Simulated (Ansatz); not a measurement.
GeSiO3 (model structure, started from the PbTiO3 type, P4mm, No. 99, 5 atoms in the cell) was calculated with PBEsol (Ansatz, a quantum-chemistry and plane-wave program, PAW).

Numerical settings: plane-wave cutoff 520 eV, 10×10×8 k mesh (along the axes of the cell as run), Fermi–Dirac smearing 0.01 eV, scalar-relativistic PAW data made under PBE.

Cell (relaxed with PBE-D3(BJ)):

```xyz
5
Lattice="3.4223 0.0000 0.0000 0.0000 3.4223 0.0000 0.0000 0.0000 4.4557" Properties=species:S:1:pos:R:3 pbc="T T T"
Si     1.7112     1.7112     2.6932
Ge     0.0000     0.0000     0.6777
O      0.0000     1.7112     2.1525
O      1.7112     0.0000     2.1525
O      1.7112     1.7112     4.3110
```

**Question.** Predict the band gap, smallest direct gap on the k points sampled and direct gap at Γ.

**Answer.** 
- band gap = 1.67 eV (indirect)
- smallest direct gap on the k points sampled = 2.43 eV
- direct gap at Γ = 4.47 eV

Note: the relaxation could raise the start's symmetry but not lower it, so the cell can be a saddle point; cell and atoms aren't relaxed at this level (largest force component 0.13 eV/Å, pressure -2.6 GPa).

Spin–orbit coupling is not included.

Static lattice: no zero-point or thermal effects.

Cost on a shared machine: roughly 17 core-seconds.

A model structure was made by putting elements into a prototype or built by hand; it is no filed structure, need not be a known phase, and can be a saddle point held by its symmetry.
